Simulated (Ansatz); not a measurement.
# Variants of one calculation on Mg3Mo (I4/mmm, 4 atoms in the cell)

```yaml
crystal:
  lattice:
    - [-2.08724, 2.08724, 4.64921]
    - [2.08724, -2.08724, 4.64921]
    - [2.08724, 2.08724, -4.64921]
  atoms:
    - { symbol: Mg, position: [0.50000, 0.50000, 0.00000] }
    - { symbol: Mg, position: [0.75000, 0.25000, 0.50000] }
    - { symbol: Mg, position: [0.25000, 0.75000, 0.50000] }
    - { symbol: Mo, position: [0.00000, 0.00000, 0.00000] }
```

Base run A: Ansatz (a first-principles code) with PBE, self-consistent single point.

Its settings: basis.ecutwfc = 30.9 Ry; kpoints.mp_grid.grid = 8 8 8; hamiltonian.xc = pbe; hamiltonian.pseudopotentials = {kind: paw}, with the files named one by one; scf.occupations.method = cold; scf.occupations.width = 0.0073 Ry.

The starting cell was generated: these elements placed on a structure prototype, without a prior relaxation; it need not be a known phase or ordering of this composition. Spin polarisation is off. In the base run, with a pressure of about -4 GPa the cell is away from its equilibrium volume at this level. Ansatz's pressure includes its estimate of the finite-basis (Pulay) stress.

ΔF is the free energy per atom less that of run A. 

Run A gave: pressure (GPa) -4.28; k-points 59.

Runs:
- B: scf.convergence.dr2_threshold: default (1e-07 eV) → 1e-08 eV
- C: crystal.symmetry.detect: default → false
- D: scf.occupations.method: cold → fermi_dirac
- E: scf.occupations.width: 0.0073 Ry → 0.0147 Ry
- F: scf.mixing.algorithm: default (the program chose MSR1) → anderson; scf.mixing.ndim: default → 12
- G: scf.mixing.preconditioner: default (the program chose Kerker) → kerker; scf.mixing.q_tf: default → 1.5

**Question.** What does run D change against A?

**Answer.** The free energy drops by 16.8 meV/atom and the pressure goes from -4.28 to -4.07 GPa.

```tsv
run	ΔF (meV/atom)	pressure (GPa)	k-points
A	0.00	-4.28	59
B	0.00	-4.28	59
C	0.00	-4.28	260
D	-16.8	-4.07	59
E	2.1	-4.32	59
F	0.00	-4.28	59
G	0.00	-4.28	59
```

Keys are those of Ansatz 0.2.
